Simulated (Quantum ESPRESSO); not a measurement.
Input and output of a self-consistent single point for Hf2N (P1, 6 atoms in the cell) (Quantum ESPRESSO).

Method: LDA (PZ), GBRV 1.5 ultrasoft (LDA) pseudopotentials (plane waves; Quantum ESPRESSO).

The change in words: lattice scaled by 0.985. Reference geometry:
```
Hf2N
1.0
    5.31312     0.00000     0.00000
    0.00000     5.31312     0.00000
    0.00000     0.00000     3.24210
Hf N
4 2
Cartesian
  1.51164   1.46106  -0.03718
  3.75681   3.91967   0.01709
  0.96451   4.19767   1.71651
  4.39764   1.23035   1.51992
  0.00125  -0.14058  -0.03991
  2.65095   2.61463   1.68672
```

Reference input (self-consistent single point, DFT, LDA (PZ), plane waves, GBRV 1.5 ultrasoft (LDA) pseudopotentials): ecutwfc = 40 Ry; ecutrho = 320 Ry; occupations = smearing; smearing = fd; degauss = 0.0073499 Ry; potentials = {Hf: hf_lda_v1.uspp.F.UPF, N: n_lda_v1.2.uspp.F.UPF}; K_POINTS = automatic 4 4 6 0 0 0; conv_thr = 1e-10 Ry; mixing_beta = 0.4. This run's input differs from it in these lines:

```diff
@@ -35,5 +35,5 @@
 CELL_PARAMETERS {angstrom}
-   5.3131200000     0.0000000000     0.0000000000
-   0.0000000000     5.3131200000     0.0000000000
-   0.0000000000     0.0000000000     3.2421000000
+   5.2334230000     0.0000000000     0.0000000000
+   0.0000000000     5.2334230000     0.0000000000
+   0.0000000000     0.0000000000     3.1934690000
```

The program printed (abridged):

```
     Self-consistent Calculation

     iteration #  1     ecut=    40.00 Ry     beta= 0.40

     negative rho (up, down):  4.580E-01 0.000E+00

     total energy              =    -675.12501624 Ry
     estimated scf accuracy    <       6.56001121 Ry

     iteration #  2     ecut=    40.00 Ry     beta= 0.40

     negative rho (up, down):  4.441E-01 0.000E+00

     total energy              =    -674.95061056 Ry
     estimated scf accuracy    <       1.27806532 Ry

     iteration #  3     ecut=    40.00 Ry     beta= 0.40

     negative rho (up, down):  4.436E-01 0.000E+00

     total energy              =    -675.12450432 Ry
     estimated scf accuracy    <       0.17277682 Ry

   [... 12 blocks of this kind left out ...]

     iteration # 16     ecut=    40.00 Ry     beta= 0.40

     negative rho (up, down):  4.472E-01 0.000E+00

     total energy              =    -675.16064431 Ry
     estimated scf accuracy    <          1.0E-10 Ry

     iteration # 17     ecut=    40.00 Ry     beta= 0.40

     negative rho (up, down):  4.472E-01 0.000E+00
     End of self-consistent calculation

     the Fermi energy is    16.4766 ev

!    total energy              =    -675.16064431 Ry
     estimated scf accuracy    <          2.5E-11 Ry
     smearing contrib. (-TS)   =      -0.00708875 Ry
     internal energy E=F+TS    =    -675.15355556 Ry

     convergence has been achieved in  17 iterations

     negative rho (up, down):  4.472E-01 0.000E+00

     Forces acting on atoms (cartesian axes, Ry/au):

     atom    1 type  1   force =     0.11122438    0.04329378    0.01673592
     atom    2 type  1   force =    -0.14210149   -0.11337744    0.00267275
     atom    3 type  1   force =     0.09479010   -0.08304820   -0.07959073
     atom    4 type  1   force =    -0.09299630   -0.01089492    0.03888893
     atom    5 type  2   force =     0.02307080    0.13553491    0.05161852
   [... lines left out ...]
     Total force =     0.321574     Total SCF correction =     0.000014
   [... lines left out ...]

     negative rho (up, down):  4.472E-01 0.000E+00
          total   stress  (Ry/bohr**3)                   (kbar)     P=       64.42
   0.00082955   0.00031501  -0.00019943          122.03       46.34      -29.34
   0.00031501   0.00017183   0.00015600           46.34       25.28       22.95
  -0.00019943   0.00015600   0.00031245          -29.34       22.95       45.96

   JOB DONE.
```

The run converged in 17 iterations. Against the reference run the free energy goes up by 9.4 meV/atom, the pressure goes from -3.39 to 6.44 GPa and the largest force goes from 4.031 to 4.674 eV/Å.

The starting cell comes from a database of computed structures (which also holds hypothetical and non-ambient phases and stackings), without a prior relaxation at this level. Its atoms were displaced at random from the sites of space group no. 136. For this run, on top of that: lattice scaled by 0.985. Forces in this geometry exceed 1 eV/Å.

Cost on one core of a shared machine: roughly 3 min.
